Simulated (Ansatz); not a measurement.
Consider the following.

```
CELL_PARAMETERS angstrom
      4.51428     0.00000     0.00000
      2.25714     3.90948     0.00000
      0.00000     0.00000     6.97751
ATOMIC_POSITIONS crystal
  Cd 0.33333 0.33333 0.99470
  Cd 0.66667 0.66667 0.49470
  Se 0.33333 0.33333 0.38130
  Se 0.66667 0.66667 0.88130
```

No spin polarisation.

All numbers come from Ansatz (a program for electronic structure) PBE, without spin-orbit coupling. k-mesh 9×9×5 (Γ-centred); smearing 0.05 eV (Fermi–Dirac).

What is the computed space group?

P6_3mc (No. 186).

Estimate the pressure (mean of the normal stresses, compression positive).

-1.42 GPa.

The cells carry an imposed strain or load. Stability against distortions was not tested. The cell was made from CdSe in the wurtzite structure (space group P6_3mc, No. 186) by this change: biaxial strain +3.00 %, plane normal [001], relaxed out of plane.
